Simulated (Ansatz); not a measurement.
Band structure of Ba3Te (I4/mmm, 4 atoms in the cell).

```
Ba3Te
1.0
   -2.63485     2.63485     6.59543
    2.63485    -2.63485     6.59543
    2.63485     2.63485    -6.59543
Ba Te
3 1
Cartesian
  0.00000   2.63485   3.29771
  2.63485   0.00000   3.29771
  0.00000   0.00000   6.59543
  0.00000   0.00000   0.00000
```

Method of the run: PBEsol, PAW files made with PBE (plane waves; Ansatz, an electronic-structure program).

Settings: basis.ecutwfc = 30.9 Ry; kpoints.mp_grid.grid = 6 6 6; hamiltonian.xc = pbesol; hamiltonian.pseudopotentials = {kind: paw} (the program's default PAW files); scf.occupations.method = gaussian; scf.occupations.width = 0.02 Ry; kpoints.band_path.npoints = 8.

The starting cell comes from a database of computed structures (which also holds hypothetical and non-ambient phases and stackings), without a prior relaxation at this level. Its lattice was rescaled by a random factor within 2.5 % of one. Spin-orbit coupling is off. The run gives no clean gap (levels at the Fermi energy touch, overlap or are partly filled at this smearing), which alone does not show that the compound is a metal.

Levels in eV from the Fermi level, bands 20 to 27:
| point | 20 | 21 | 22 | 23 | 24 | 25 | 26 | 27 |
|---|---|---|---|---|---|---|---|---|
| Γ | -2.52 | -2.52 | -2.05 | -0.60 | -0.10 | -0.09 | 0.20 | 1.42 |
| X | -2.94 | -2.82 | -0.74 | -0.71 | 0.30 | 0.79 | 0.96 | 0.98 |
| Y | -2.99 | -2.94 | -0.65 | -0.64 | 0.52 | 0.76 | 0.90 | 0.95 |
| S | -3.18 | -2.91 | -0.45 | 0.15 | 0.50 | 0.85 | 1.06 | 1.20 |
| Z | -2.37 | -2.37 | -1.37 | -0.67 | -0.47 | -0.17 | -0.17 | 0.02 |
| S1 | -3.18 | -2.91 | -0.45 | 0.15 | 0.50 | 0.85 | 1.06 | 1.20 |
| N | -3.09 | -2.95 | -0.38 | 0.13 | 0.85 | 0.97 | 1.17 | 1.19 |
| P | -2.97 | -2.96 | -0.41 | -0.27 | -0.27 | 0.17 | 0.96 | 0.96 |
| Y1 | -2.99 | -2.94 | -0.65 | -0.64 | 0.52 | 0.76 | 0.90 | 0.95 |

Bands cross the Fermi level along this path, so the cell is metallic at this level.

Keys are those of Ansatz 0.2.
